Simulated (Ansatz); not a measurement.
# Migration barriers: C vacancy in 2H silicon carbide, charge state +2

Defect: C vacancy in 2H silicon carbide, charge state +2. The numbers are results of PBE, PAW (plane waves to 420 eV; Ansatz, a quantum-chemistry and plane-wave program), not measurements.

72-site cell at the relaxed PBE lattice, the Γ point alone, smearing 0.01 eV, spin-restricted, no finite-size correction. Static, classical nuclei. The host's phase is taken as given; its stability against other phases was not computed. The charge state is imposed; whether it is stable for some Fermi level was not computed. Forms of the defect that were not tried may lie lower.

Barriers: single points on a 2×2×2 k-point mesh shifted by half a step along c at the bands' geometries (they differ from the bands' own by up to 0.43 eV, and are uncertain by about as much).

| Route | Start site over the lowest site run (eV) | Hop (Å) | Forward barrier (eV) | Backward barrier (eV) | Neighbours at the start | Neighbours at the saddle | Saddle order | Forward, on the band's own sampling (eV) |
|---|---|---|---|---|---|---|---|---|
| one C atom jumps into the vacancy from a nearby C site | 0.00 | 3.07 | 5.00 | 5.00 | Si at 1.87, Si at 1.89, 2 Si at 1.92 Å | Si at 1.77, 2 Si at 2.15 Å | not checked, on a symmetry element | 4.66 |
| one C atom jumps into the vacancy from a nearby C site | 0.00 | 3.11 | 5.31 | 5.31 | Si at 1.83, 2 Si at 1.89, Si at 1.95 Å | Si at 1.75, Si at 1.84, Si at 2.05 Å | not checked | 4.87 |

Paths come from CI-NEB runs. Of the routes that converged and passed our checks, the lowest saddle point lies 5.00 eV above the lowest of the sites run (one C atom jumps into the vacancy from a nearby C site); other sites, such as split forms, and other routes may lie lower. A band can be held on a symmetry element, so unchecked saddle points there may be too high.
